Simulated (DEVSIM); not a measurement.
System: Pd/TiO2/p-In0.53Ga0.47As capacitor, at 300 K.

| layer (left to right) | material | thickness (nm) | Na (cm⁻³) |
|---|---|---|---|
| 1 | TiO2 | 14.0 | - |
| 2 | In0.53Ga0.47As | 1100 | 2.8e17 |

Metal gate on the left, work function 5.2 eV. Fixed charge at the semiconductor interface -1.3e10 cm⁻² (in units of +e); no interface traps.

The device is made up for the run: typed textbook-type constants, with dimensions and the other settings drawn at random. Values at 300 K; Nc and Nv go as T^1.5, mobilities as T to minus their exponent, the gap by Varshni's rule with the affinity fixed.

```
parameter         TiO2  In0.53Ga0.47As
----------------  ----  --------------
gap (eV)           3.2            0.74
affinity (eV)      3.9            4.51
permittivity        60            13.9
Nc (cm⁻³)            -          2.1e17
Nv (cm⁻³)            -          7.7e18
Varshni α (eV/K)     -         0.00035
Varshni β (K)        -             190
```

Model (solved in DEVSIM): 1D Poisson equation in equilibrium, Boltzmann statistics, complete ionisation; no quantum confinement or tunnelling. Metal contacts follow the ideal Schottky-Mott rule: no Fermi-level pinning, no interface dipoles.

The temperature was swept, all else fixed.

```
temperature (K)  minimum of the low-frequency capacitance (μF/cm²)  flat-band voltage (V)
---------------  -------------------------------------------------  ---------------------
250                                                          0.209                   0.00
300                                                          0.219                   0.04
350                                                          0.231                   0.07
400                                                            [?]                   0.11
450                                                          0.266                   0.15
500                                                          0.288                   0.19
```

Task: Complete the blanks.

Result: 
- 400, minimum of the low-frequency capacitance (μF/cm²): 0.247
